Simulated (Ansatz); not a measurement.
Worked example: self-consistent single point of the (110) slab of SrAl2 (cut from a parent of space group no. 74; 12 atoms in the cell) in Ansatz (a first-principles code).

Method of the run: PBEsol, default PAW files made with PBE (plane waves; Ansatz).

The change in words: vacuum of 3 angstrom (first run: 14 Å). Reference geometry:
```
CELL_PARAMETERS angstrom
      6.05984     0.00000     0.00000
     -7.01472     5.98414     0.00000
      0.00000     0.00000    21.61880
ATOMIC_POSITIONS crystal
  Al 0.32126 0.03772 0.41838
  Al 0.67874 0.61628 0.39245
  Al 0.32126 0.30294 0.48703
  Al 0.67874 0.35106 0.32379
  Al 0.32126 0.76852 0.60755
  Al 0.67874 0.34708 0.58162
  Al 0.32126 0.03374 0.67621
  Al 0.67874 0.08186 0.51297
  Sr 0.89934 0.09397 0.35812
  Sr 0.10066 0.56003 0.45271
  Sr 0.89934 0.82477 0.54729
  Sr 0.10066 0.29083 0.64188
```

Reference input (self-consistent single point, DFT, PBEsol, plane waves, default PAW files made with PBE): basis.ecutwfc = 420 eV; kpoints.mp_grid.grid = 5 3 1; hamiltonian.xc = pbesol; hamiltonian.pseudopotentials = {kind: paw} (the program's default PAW files); scf.occupations.method = gaussian; scf.occupations.width = 0.1 eV. This run's input differs from it in these lines:

Ansatz 0.2 input:
```diff
@@ -5,16 +5,16 @@
     - [-7.014722, 5.984138, 0.000000]
-    - [0.000000, 0.000000, 21.618804]
+    - [0.000000, 0.000000, 10.618812]
   atoms:
-    - { symbol: Al, position: [0.321260, 0.037719, 0.418381] }
-    - { symbol: Al, position: [0.678740, 0.616281, 0.392450] }
-    - { symbol: Al, position: [0.321260, 0.302941, 0.487035] }
-    - { symbol: Al, position: [0.678740, 0.351059, 0.323792] }
-    - { symbol: Al, position: [0.321260, 0.768519, 0.607550] }
-    - { symbol: Al, position: [0.678740, 0.347081, 0.581619] }
-    - { symbol: Al, position: [0.321260, 0.033741, 0.676208] }
-    - { symbol: Al, position: [0.678740, 0.081859, 0.512965] }
-    - { symbol: Sr, position: [0.899340, 0.093970, 0.358119] }
-    - { symbol: Sr, position: [0.100660, 0.560030, 0.452708] }
-    - { symbol: Sr, position: [0.899340, 0.824770, 0.547292] }
-    - { symbol: Sr, position: [0.100660, 0.290830, 0.641877] }
+    - { symbol: Al, position: [0.321260, 0.037719, 0.333832] }
+    - { symbol: Al, position: [0.678740, 0.616281, 0.281039] }
+    - { symbol: Al, position: [0.321260, 0.302941, 0.473605] }
+    - { symbol: Al, position: [0.678740, 0.351059, 0.141259] }
+    - { symbol: Al, position: [0.321260, 0.768519, 0.718961] }
+    - { symbol: Al, position: [0.678740, 0.347081, 0.666168] }
+    - { symbol: Al, position: [0.321260, 0.033741, 0.858741] }
+    - { symbol: Al, position: [0.678740, 0.081859, 0.526395] }
+    - { symbol: Sr, position: [0.899340, 0.093970, 0.211145] }
+    - { symbol: Sr, position: [0.100660, 0.560030, 0.403718] }
+    - { symbol: Sr, position: [0.899340, 0.824770, 0.596282] }
+    - { symbol: Sr, position: [0.100660, 0.290830, 0.788847] }
 basis:
```

Output (repeated stretches shortened):

```
SCF iter   1: F=—  HF=-18164.365727 eV  |F-HF|=—  |Δ(HF+E_count)|=         —  Δρ=3.11e-3  dr2=1.00e-1  ethr=1.77e-3  ⟨swp⟩=12.0  Hψ=2318  notcnv=0
all-band conjugate gradients solve this SCF's bands
preconditioner: auto → LDOS
SCF iter   2: F=—  HF=-18164.357499 eV  |F-HF|=—  |Δ(HF+E_count)|=   8.23e-3  Δρ=1.60e-3  dr2=4.80e-2  ethr=1.56e-4  ⟨swp⟩=2.0  Hψ=533  notcnv=0  defer=2
   [... lines left out ...]
SCF iter   4: F=—  HF=-18164.347253 eV  |F-HF|=—  |Δ(HF+E_count)|=   6.11e-4  Δρ=1.59e-4  dr2=2.34e-4  ethr=5.83e-6  ⟨swp⟩=2.0  Hψ=472  notcnv=0  defer=2
SCF iter   5: F=—  HF=-18164.347213 eV  |F-HF|=—  |Δ(HF+E_count)|=   4.01e-5  Δρ=4.32e-5  dr2=2.26e-5  ethr=3.66e-7  ⟨swp⟩=2.0  Hψ=436  notcnv=0  defer=2
SCF iter   6: F=—  HF=-18164.347125 eV  |F-HF|=—  |Δ(HF+E_count)|=   8.77e-5  Δρ=1.24e-5  dr2=3.60e-6  ethr=3.53e-8  ⟨swp⟩=2.0  Hψ=414  notcnv=0
SCF iter   7: F=-18164.347125 eV  HF=-18164.347125 eV  |F-HF|=2.07e-8  |Δ(HF+E_count)|=   1.24e-7  Δρ=3.93e-6  dr2=8.13e-8  ethr=1.56e-10  ⟨swp⟩=12.6  Hψ=2209  notcnv=0
SCF 1 converged in 7 iterations: F = -18164.347125 eV  dr2 = 8.13e-8
Free energy (F): -18164.347125 eV
Internal energy: -18164.329942 eV  (E = F + TS)
E sigma→0 (E₀):  -18164.338534 eV
Entropy (-TS):   -0.017183 eV (-1.432 meV/atom)
Fermi energy:    4.606899 eV
--- Forces (eV/Å), atoms counted from 1 ---
  atom   1  Al     0.05563263     0.12576070     0.02679598
  atom   2  Al     0.22662983     0.01213134    -0.35676682
  atom   3  Al     0.31338971     0.02748074     0.07967727
  atom   4  Al    -0.16577286    -0.47343344    -0.35209405
  atom   5  Al    -0.22662983    -0.01213134     0.35676682
  atom   6  Al    -0.05563263    -0.12576070    -0.02679598
  atom   7  Al     0.16577286     0.47343344     0.35209405
  atom   8  Al    -0.31338971    -0.02748074    -0.07967727
   [... lines left out ...]
  atom  12  Sr     0.18583155     0.17653851     0.53981454
--- Stress (GPa, compression-positive) ---
       -2.388324       0.292348       0.742388
        0.292348      -2.342781      -1.008276
        0.742388      -1.008276      -0.886458
  P = ⅓ Tr σ = -1.8725 GPa (-18.725 kbar)
  The stress holds the Pulay correction. Without it, at fixed plane waves, as pw.x and ABINIT print it: P = -1.8920 GPa
```

The run converged in 7 iterations. Against the reference run the free energy drops by 109 meV/atom and the largest force goes from 0.515 to 0.613 eV/Å.

The starting cell comes from a database of computed structures (which also holds hypothetical and non-ambient phases and stackings), without a prior relaxation at this level. The slab is cut from that crystal, and its faces are unrelaxed. Its lattice was rescaled by up to half a per cent.
